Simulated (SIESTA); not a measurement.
Band structure of Mg3Sb2 (P-3m1, 5 atoms in the cell).

```yaml
crystal:
  lattice:
    - [2.28000, -3.94908, 0.00000]
    - [2.28000, 3.94908, 0.00000]
    - [0.00000, 0.00000, 7.23000]
  atoms:
    - { symbol: Mg, position: [0.00000, 0.00000, 0.00000] }
    - { symbol: Mg, position: [0.33333, 0.66667, 0.63400] }
    - { symbol: Mg, position: [0.66667, 0.33333, 0.36600] }
    - { symbol: Sb, position: [0.33333, 0.66667, 0.22800] }
    - { symbol: Sb, position: [0.66667, 0.33333, 0.77200] }
```

Level of theory: GGA PBE, numerical atomic orbitals DZP, PseudoDojo PBE standard norm-conserving potentials (rewritten from UPF to PSML) (SIESTA).

Settings: XC.functional = GGA; XC.authors = PBE; potentials = PseudoDojo PBE standard; PAO.BasisSize = DZP; PAO.EnergyShift = 0.005 Ry; MeshCutoff = 350 Ry; kgrid.MonkhorstPack = 5 5 3; OccupationFunction = FD; ElectronicTemperature = 20 meV; MaxSCFIterations = 150; SCF.Mixer.Method = Broyden; SCF.Mixer.Weight = 0.2; SCF.Mixer.History = 6; SCF.DM.Tolerance = 1.0E-04.

The starting cell has typed, rounded lattice constants, without a prior relaxation at this level. Spin-orbit coupling is off. Values carry the incompleteness of an atom-centred basis. The run gives no clean gap (levels at the Fermi energy touch, overlap or are partly filled at this smearing), which alone does not show that the compound is a metal.

Levels in eV from the Fermi level, bands 27 to 32:
```tsv
point	27	28	29	30	31	32
Γ	-1.04	-0.32	-0.32	0.07	1.22	1.22
M	-3.30	-2.30	-2.27	-0.85	0.38	2.06
K	-3.72	-2.58	-2.58	-2.51	0.25	4.44
A	-0.75	-0.75	-0.63	-0.63	1.91	1.94
L	-1.82	-1.68	-1.63	-1.51	0.38	1.38
H	-4.07	-3.38	-0.96	-0.96	1.88	1.88
```

Bands cross the Fermi level along this path, so the cell is metallic at this level.

Higher empty bands are left out: an atom-centred basis made for the valence describes them poorly.
